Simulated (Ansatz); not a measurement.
Reference: BeTe (F-43m), r2SCAN with spin-orbit coupling, rigid bands (plane waves, PAW; Ansatz, an electronic-structure program); axes and stresses refer to this cell.

```
BeTe
1.0
    0.00000     2.82862     2.82862
    2.82862     0.00000     2.82862
    2.82862     2.82862     0.00000
Be Te
1 1
Cartesian
  0.00000   0.00000   0.00000
  4.24293   4.24293   4.24293
```

The Seebeck coefficient, n-type 1e19 cm⁻³ is -304 μV/K and the band gap comes out as 2.09 eV. The hole conductivity mass is 0.40 mₑ.

Q: Change: biaxial stress xx = yy = -1 GPa (compression positive). What happens to Seebeck coefficient, n-type 1e19 cm⁻³, band gap, hole conductivity mass?

A: Seebeck coefficient, n-type 1e19 cm⁻³ decreases in size to -251 μV/K; band gap falls to 2.01 eV; hole conductivity mass goes up to 0.42 mₑ.

Masses are for dilute carriers at 300 K, harmonic means over directions unless an axis is named. Seebeck coefficients are for the stated density at 300 K, with one relaxation time for all states and whether or not that doping can be reached. Stresses and pressures are the targets of the relaxation.  The structure type is held under load, also where the real crystal would transform.
